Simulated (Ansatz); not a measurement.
Consider GaSb in the rock salt structure (space group Fm-3m, No. 225; a = 5.699 Å; a hypothetical phase, not in the database extracts checked; relaxed with 0.1 eV smearing). Axes: x, y, z lie along the cube axes.

Calculations: Ansatz (a quantum-chemistry and plane-wave program) PBEsol, no SOC.

Modification: uniaxial stress, 0.5 GPa compression along z, with the cell and atoms free to relax against it.

What happens to the strain response?

The strain response (xx, yy, zz) comes out as (+0.08, +0.08, −0.42) %.

Stability under load was not tested beyond the relaxation. All final runs are without spin polarisation.
